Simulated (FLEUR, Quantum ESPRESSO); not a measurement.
A Quantum ESPRESSO input for a self-consistent single point of LuB2Ru3 (P6/mmm, 6 atoms in the cell) (DFT, LDA (PZ), plane waves, PSlibrary PAW (LDA) pseudopotentials):

```fortran
&control
 calculation = 'scf',
 prefix = 'lub2ru3',
 outdir = './out',
 pseudo_dir = './',
 tprnfor = .true.,
 tstress = .true.,
/
&system
 ibrav = 4,
 celldm(1) = 10.0722661260,
 celldm(3) = 0.553540416267,
 nat = 6,
 ntyp = 3,
 ecutwfc = 60,
 ecutrho = 480,
 occupations = 'smearing',
 smearing = 'gauss',
 degauss = 0.019992,
/
&electrons
 conv_thr = 1e-10,
/
ATOMIC_SPECIES
Lu   174.9668  Lu.pz-spdn-kjpaw_psl.1.0.0.UPF
B     10.8100  B.pz-n-kjpaw_psl.1.0.0.UPF
Ru   101.0700  Ru.pz-spn-kjpaw_psl.1.0.0.UPF
ATOMIC_POSITIONS angstrom
Lu    0.0000000000    0.0000000000    0.0000000000
B     2.6650068480    1.5386424211    0.0000000000
B     0.0000000000    3.0772848422    0.0000000000
Ru    2.6650068480    0.0000000000    1.4751890000
Ru    1.3325034240    2.3079636316    1.4751890000
Ru   -1.3325034240    2.3079636316    1.4751890000
K_POINTS automatic
6 6 9  0 0 0
```

**Question.** Give the FLEUR input for the same structure, mesh, smearing and functional.

**Answer.** This is the input that was run; spellings and numerical settings could be chosen otherwise.

Input of the input generator:

```
LuB2Ru3 crystal
&input film=f /
5.3300136960 0.0000000705 0.0000000000
-2.6650069091 4.6159272280 0.0000000000
0.0000000000 0.0000000000 2.9503780000
1.8897261246
1.0 1.0 1.0

6
71 0.0000000000 0.0000000000 -0.0000000000
5 0.6666666667 0.3333333333 -0.0000000000
5 0.3333333333 0.6666666667 -0.0000000000
44 0.5000000000 0.0000000000 0.5000000000
44 0.5000000000 0.5000000000 0.5000000000
44 0.0000000000 0.5000000000 0.5000000000

&comp jspins=1 /
&exco xctyp='vwn' /
&kpt div1=6 div2=6 div3=9 gamma=t /
&end /
```

```xml
<?xml version="1.0" encoding="UTF-8" standalone="no"?>
<fleurInput fleurInputVersion="0.39">
   <comment>
      LuB2Ru3 crystal                                                                                     
   </comment>
   <calculationSetup>
      <cutoffs Kmax="4.3" Gmax="17.2" GmaxXC="17.2" numbands="0"/>
      <scfLoop itmax="80" minDistance="0.00001" maxIterBroyd="15" imix="Anderson" alpha="0.05" precondParam="0.0" spinf="2.0"/>
      <coreElectrons ctail="T" frcor="F" kcrel="0" coretail_lmax="0"/>
      <xcFunctional name="vwn" relativisticCorrections="F"/>
      <magnetism jspins="1"/>
      <soc l_soc="F" theta="0.0" phi="0.0" spav="F"/>
      <expertModes spex="0" secvar="F"/>
      <geometryOptimization l_f="T" forcealpha="1.0" forcemix="BFGS" epsdisp="0.00001" epsforce="0.00001"/>
      <ldaU l_linMix="F" mixParam="0.05" spinf="1.0"/>
   </calculationSetup>
   <cell>
      <bzIntegration valenceElectrons="73.0" mode="gauss" fermiSmearingEnergy="0.00999582">
         <kPointListSelection listName="default-1"/>
         <!-- k-points included here -->
         <xi:include xmlns:xi="http://www.w3.org/2001/XInclude" href="kpts.xml"> </xi:include>
      </bzIntegration>
      <!-- symmetry operations included here -->
      <xi:include xmlns:xi="http://www.w3.org/2001/XInclude" href="sym.xml"> </xi:include>
      <bulkLattice scale="1.0">
         <bravaisMatrix>
            <row-1>   10.0722661258070012     0.0000001332256918     0.0000000000000000</row-1>
            <row-2>   -5.0361331783657679     8.7228382720040614     0.0000000000000000</row-2>
            <row-3>    0.0000000000000000     0.0000000000000000     5.5754063840450989</row-3>
         </bravaisMatrix>
      </bulkLattice>
   </cell>
   <atomSpecies>
      <species name="Lutetium (Lu)" element="Lu" atomicNumber="71">
         <mtSphere radius="2.65" gridPoints="915" logIncrement="0.015"/>
         <atomicCutoffs lmax="10" lnonsphr="8"/>
         <electronConfig flipSpins="F">
            <coreConfig>(1s1/2) (2s1/2) (2p1/2) (2p3/2) (3s1/2) (3p1/2) (3p3/2) (4s1/2) (3d3/2) (3d5/2) (4p1/2) (4p3/2) (4d3/2) (4d5/2)</coreConfig>
            <valenceConfig>(5s1/2) (5p1/2) (5p3/2) (6s1/2) (4f5/2) (4f7/2) (5d3/2) (5d5/2)</valenceConfig>
            <stateOccupation state="(5d3/2)" spinUp="0.2" spinDown="0.2"/>
            <stateOccupation state="(5d5/2)" spinUp="0.3" spinDown="0.3"/>
         </electronConfig>
         <energyParameters s="6" p="6" d="5" f="4"/>
         <lo type="SCLO" l="0" n="5" eDeriv="0"/>
         <lo type="SCLO" l="1" n="5" eDeriv="0"/>
      </species>
      <species name="Boron (B)" element="B" atomicNumber="5">
         <mtSphere radius="1.39" gridPoints="481" logIncrement="0.021"/>
         <atomicCutoffs lmax="6" lnonsphr="4"/>
         <electronConfig flipSpins="F">
            <coreConfig>(1s1/2)</coreConfig>
            <valenceConfig>(2s1/2) (2p1/2) (2p3/2)</valenceConfig>
            <stateOccupation state="(2p1/2)" spinUp="0.1666666666667" spinDown="0.1666666666667"/>
            <stateOccupation state="(2p3/2)" spinUp="0.3333333333333" spinDown="0.3333333333333"/>
         </electronConfig>
         <energyParameters s="2" p="2" d="3" f="4"/>
      </species>
      <species name="Ruthenium (Ru)" element="Ru" atomicNumber="44">
         <mtSphere radius="2.45" gridPoints="847" logIncrement="0.015"/>
         <atomicCutoffs lmax="10" lnonsphr="8"/>
         <electronConfig flipSpins="F">
            <coreConfig>(1s1/2) (2s1/2) (2p1/2) (2p3/2) (3s1/2) (3p1/2) (3p3/2) (4s1/2) (3d3/2) (3d5/2)</coreConfig>
            <valenceConfig>(4p1/2) (4p3/2) (5s1/2) (4d3/2) (4d5/2)</valenceConfig>
            <stateOccupation state="(5s1/2)" spinUp="0.5" spinDown="0.5"/>
            <stateOccupation state="(4d3/2)" spinUp="1.4" spinDown="1.4"/>
            <stateOccupation state="(4d5/2)" spinUp="2.1" spinDown="2.1"/>
         </electronConfig>
         <energyParameters s="5" p="5" d="4" f="4"/>
         <lo type="SCLO" l="1" n="4" eDeriv="0"/>
      </species>
   </atomSpecies>
   <atomGroups>
      <atomGroup species="Lutetium (Lu)">
         <relPos label="                   1">.0000000000 .0000000000 .0000000000</relPos>
         <force calculate="T" relaxXYZ="TTT"/>
      </atomGroup>
      <atomGroup species="Boron (B)">
         <relPos label="                   2">-1.000/3.000 1.000/3.000 .0000000000</relPos>
         <relPos label="                   3">1.000/3.000 -1.000/3.000 .0000000000</relPos>
         <force calculate="T" relaxXYZ="TTT"/>
      </atomGroup>
      <atomGroup species="Ruthenium (Ru)">
         <relPos label="                   4">1.000/2.000 .0000000000 1.000/2.000</relPos>
         <relPos label="                   5">1.000/2.000 1.000/2.000 1.000/2.000</relPos>
         <relPos label="                   6">.0000000000 1.000/2.000 1.000/2.000</relPos>
         <force calculate="T" relaxXYZ="TTT"/>
      </atomGroup>
   </atomGroups>
   <output dos="F" band="F" slice="F">
      <checks vchk="F" cdinf="F"/>
      <bandDOS minEnergy="-.5*Htr" maxEnergy="0.5*Htr" sigma="0.015" storeEVData="T"/>
      <vacuumDOS vacdos="F" integ="F" star="F" nstars="0" locx1="0.0" locy1="0.0" locx2="0.0" locy2="0.0" nstm="0" tworkf="0.0"/>
      <unfoldingBand unfoldBand="F" supercellX="1" supercellY="1" supercellZ="1"/>
      <plotting iplot="0" polar="F">
         <plot TwoD="T" vec1="  1.0  0.0  0.0" vec2="  0.0  1.0  0.0" vec3="  0.0  0.0  1.0" zero="  0.0  0.0  0.0" file="plot"/>
      </plotting>
      <chargeDensitySlicing numkpt="0" minEigenval="0.0" maxEigenval="0.0" nnne="0" pallst="F"/>
      <specialOutput eonly="F"/>
      <magneticCircularDichroism mcd="F" energyLo="-10.0" energyUp="0.0"/>
   </output>
  <!-- We include the file relax.xml here to enable relaxations (see documentation) -->
  <xi:include xmlns:xi="http://www.w3.org/2001/XInclude" href="relax.xml"> <xi:fallback/> </xi:include>
</fleurInput>
```

Basis settings and potentials, where a program has them, do not carry over. This input uses DFT, LDA (Vosko-Wilk-Nusair), all-electron FLAPW (FLEUR), scalar-relativistic valence. LDA parametrisations can differ slightly between programs.

The starting cell comes from a database of computed structures (which also holds hypothetical and non-ambient phases and stackings), without a prior relaxation at this level. For this run, on top of that: lattice scaled by 0.98.
